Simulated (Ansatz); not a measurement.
Base system: MgS in the rock salt structure (space group Fm-3m, No. 225; a = 5.2031 Å). Axes: x, y, z lie along the cube axes.

All numbers come from r2SCAN/PAW in Ansatz (a program for electronic structure), no spin-orbit coupling.

Before the change:

```
Item                   Result
-------------------  --------
Smallest direct gap   4.64 eV
Pressure             0.00 GPa
Band gap              3.46 eV
```

Now apply this change: tensor shear ε_xy = +2.92 % (engineering shear γ = 0.0584), atoms relaxed at fixed cell.

Problem. What does the calculation give for the smallest direct gap, pressure and band gap after the change?

Solution. The smallest direct gap decreases by 0.355 eV (4.64 eV → 4.29 eV); the pressure (mean of the normal stresses, compression positive) goes from zero to 0.07 GPa; the band gap shrinks by 0.437 eV to 3.03 eV.

The cells carry an imposed strain or load. No phonon test of stability was made.
